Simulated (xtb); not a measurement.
xtb 6.7.1, GFN1-xTB: Zn(OH)(k2OAc)(tmeda) (CC1[O][Zn]2([OH])(<-[O]=1)<-[N](C)(C)CC[N]->2(C)C), 34 atoms. The geometry is a generated start, not checked to be a minimum at this level.

```
Property                                                                                                       Result
------------------------  -------------------------------------------------------------------------------------------
method                                                                                                       GFN1-xTB
--acc                                                                                                     1 (default)
--etemp (K)                                                                                             300 (default)
detailed input (--input)  none: ANC optimiser, Lindh (1995) Hessian, microcycle=20, maxdispl=1.0, hlow=0.01 (default)
basis functions                                                                                                    96
valence electrons                                                                                                  82
```

Charge 0 and multiplicity 1 are set for this test and not shown to be the ground state.

The structure is relaxed from this start with --opt LEVEL for the levels crude, sloppy, loose, lax, normal, tight, vtight, extreme, once each. Up to the end of the extreme run atoms move by at most 0.53 Å along an axis.

Q: What is the loosest level that ends within 1 meV of the extreme run, and how many cycles does it take?

A: normal: 18 cycles against 68, ending 0.67 meV above.

| level | cycles | energy above the extreme run (meV) | gradient norm (eV/Å) |
|---|---|---|---|
| crude | 4 | 19 | 0.40 |
| sloppy | 7 | 9.4 | 0.14 |
| loose | 11 | 3.6 | 0.12 |
| lax | 15 | 1.4 | 0.088 |
| normal | 18 | 0.67 | 0.027 |
| tight | 22 | 0.52 | 0.011 |
| vtight | 44 | 0.065 | 0.0028 |
| extreme | 68 | — | 0.0023 |
